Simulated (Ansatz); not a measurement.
Defect: interstitial Al in 2H silicon carbide, charge state +3. Computed with PBE, PAW (plane waves to 420 eV; Ansatz, a quantum-chemistry and plane-wave program).

72-site cell at the relaxed PBE lattice, the Γ point alone, smearing 0.01 eV, spin-restricted, no finite-size correction. No zero-point or tunnelling terms. The host's phase is taken as given; its stability against other phases was not computed. The charge state is imposed; whether it is stable for some Fermi level was not computed. Sites that were not tried may lie lower.

Barriers: single points on a 2×2×2 k-point mesh shifted by half a step along c at the bands' geometries (they differ from the bands' own by up to 0.19 eV, and are uncertain by about as much).

The step: one Al atom jumps by itself. Atoms about the jump, Cartesian Å from the middle of the jump, before and after:

| atom | x0 | y0 | z0 | x1 | y1 | z1 |
|---|---|---|---|---|---|---|
| Al1 | 0.00 | 0.00 | -1.26 | 0.00 | 0.00 | 1.26 |
| C2 | -1.53 | -0.88 | -0.45 | -1.52 | -0.88 | -0.43 |
| C3 | 0.00 | 1.76 | -0.45 | 0.00 | 1.76 | -0.43 |
| C4 | 1.53 | -0.88 | -0.45 | 1.52 | -0.88 | -0.43 |
| Si5 | -1.64 | 0.95 | 0.29 | -1.67 | 0.96 | 0.01 |
| Si6 | 1.64 | 0.95 | 0.29 | 1.67 | 0.96 | 0.01 |
| Si7 | 0.00 | -1.89 | 0.29 | 0.00 | -1.93 | 0.01 |
| C8 | -1.55 | 0.90 | 2.15 | -1.53 | 0.88 | 2.08 |
| C9 | 0.00 | -1.79 | 2.15 | 0.00 | -1.76 | 2.08 |
| C10 | 1.55 | 0.90 | 2.15 | 1.53 | 0.88 | 2.08 |
| Si11 | -1.67 | -0.96 | -2.51 | -1.55 | -0.89 | -2.39 |
| Si12 | 0.00 | 1.93 | -2.51 | 0.00 | 1.78 | -2.39 |
| Si13 | 1.67 | -0.96 | -2.51 | 1.55 | -0.89 | -2.39 |

**Question.** Predict the transition state.

**Answer.** 
```json
[
 {"atom": "Al1", "x": "0.00", "y": "0.00", "z": "0.05"},
 {"atom": "C2", "x": "-1.56", "y": "-0.90", "z": "-0.44"},
 {"atom": "C3", "x": "0.00", "y": "1.81", "z": "-0.44"},
 {"atom": "C4", "x": "1.56", "y": "-0.90", "z": "-0.44"},
 {"atom": "Si5", "x": "-1.84", "y": "1.06", "z": "0.27"},
 {"atom": "Si6", "x": "1.84", "y": "1.06", "z": "0.27"},
 {"atom": "Si7", "x": "0.00", "y": "-2.12", "z": "0.27"},
 {"atom": "C8", "x": "-1.56", "y": "0.90", "z": "2.10"},
 {"atom": "C9", "x": "0.00", "y": "-1.79", "z": "2.10"},
 {"atom": "C10", "x": "1.55", "y": "0.90", "z": "2.10"},
 {"atom": "Si11", "x": "-1.56", "y": "-0.89", "z": "-2.41"},
 {"atom": "Si12", "x": "0.00", "y": "1.80", "z": "-2.41"},
 {"atom": "Si13", "x": "1.55", "y": "-0.89", "z": "-2.41"}
]
```
It lies 2.77 eV above the start and 2.77 eV above the end. The check of the saddle point's order was inconclusive, and it lies on a symmetry element of the cell, where a band can be held.
